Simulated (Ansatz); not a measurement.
Results of PBEsol in Ansatz (PAW) for SrScO2F (model structure, started from the SrVO2H type, P4/mmm, No. 123, 5 atoms in the cell).

Run with plane-wave cutoff 520 eV, 8×8×8 k mesh, Fermi–Dirac smearing 0.01 eV, scalar-relativistic PAW data made under PBE.

Cell (relaxed at this level):

ScSrFO2 is taken in the tetragonal space group P4/mmm (No. 123), Pearson symbol tP5. Lattice parameters: a = b = 4.092 Å, c = 4.026 Å, α = β = γ = 90.00°. Sr on 1d has 8 O at 2.870 Å and 4 F at 2.894 Å (cuboctahedral). Sc on 1a is coordinated by 2 F at 2.013 Å and 4 O at 2.046 Å (octahedral). O on 2f has 2 Sc at 2.046 Å and 4 Sr at 2.870 Å (octahedral). F on 1b sees 2 Sc at 2.013 Å and 4 Sr at 2.894 Å (octahedral). (Neighbours: up to the widest gap in distance over summed covalent radii, below 1.35, at either atom; cation-cation and far metal-metal contacts left out.)

What does this level give for the band gap and bulk modulus B0?


* **band gap**: 3.22 eV (on the SCF k mesh)
* **bulk modulus B0**: 130 GPa

Note: the bulk modulus is −V dP/dV from two relaxed cells at ±2 % in volume; the relaxation could raise the start's symmetry but not lower it, so the cell can be a saddle point.

Spin–orbit coupling is not included.

The computed numbers hold no vibrational or temperature effects.

The result took very roughly 60 core-seconds.

A model structure was made by putting elements into a prototype or built by hand; it is no filed structure, need not be a known phase, and can be a saddle point held by its symmetry.

Ansatz is an electronic-structure program.
